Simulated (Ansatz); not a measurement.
## AlBN₂ (model structure, started from the BeSiN2 type, I-42d, No. 122, 8 atoms in the cell): properties by level of theory

| level (code) | lattice constant a (Å) | c axis length (Å) | bulk modulus (GPa) | cohesive energy (eV/atom) | band gap (eV) |
|---|---|---|---|---|---|
| LDA (Ansatz) | 4.056 | 7.565 | ? | ? | ? |
| PBE (Ansatz) | 4.105 | 7.686 | ? | ? | 2.89 |
| PBEsol (Ansatz) | 4.088 | ? | 269 | ? | 2.69 |

What belongs in the gaps?


- LDA (Ansatz, an electronic-structure program), bulk modulus (GPa): 282
- LDA (Ansatz), cohesive energy (eV/atom): 7.10
- LDA (Ansatz), band gap (eV): 2.74
- PBE (Ansatz), bulk modulus (GPa): 259
- PBE (Ansatz), cohesive energy (eV/atom): 6.10
- PBEsol (Ansatz), c axis length (Å): 7.618
- PBEsol (Ansatz), cohesive energy (eV/atom): 6.52

Computed values are for a static lattice.  Each level is taken at its own relaxed cell. Ansatz's density-functional and Hartree–Fock values are scalar-relativistic unless marked +SOC, with PAW data made under PBE.

Caveats: the bulk modulus is −V dP/dV from two relaxed cells at ±2 % in volume (LDA, PBE, PBEsol). Ansatz's density-functional and Hartree–Fock values are scalar-relativistic unless marked +SOC, with PAW data made under PBE.

Free atoms are spin-polarised, in the lowest state found; at levels without +SOC their spin–orbit coupling is left out.

A model structure was made by putting elements into a prototype or built by hand; it is no filed structure, need not be a known phase, and can be a saddle point held by its symmetry.
